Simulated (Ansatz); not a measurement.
```
AlAs
1.0
    0.00000     2.81439     2.81439
    2.81439     0.00000     2.81439
    2.81439     2.81439     0.00000
As Al
1 1
Direct
  0.25000   0.25000   0.25000
  0.00000   0.00000   0.00000
```

Dynamical quadrupoles are not included in the interpolation of the phonons between the solved wave vectors.

**Question.** By how much do the lattice constants and the volume change from 300 K to 475 K (quasi-harmonic approximation, DFT at the LDA level (Ansatz, a first-principles code)), and how far does the bulk modulus soften?

**Answer.** a by 0.08 %, the volume by 0.24 %; B_T goes from 72.7 to 71.2 GPa. The crystal is held in this phase throughout; melting and phase transitions are not modelled.

The PAW data sets were generated under PBE and serve the other functionals too.
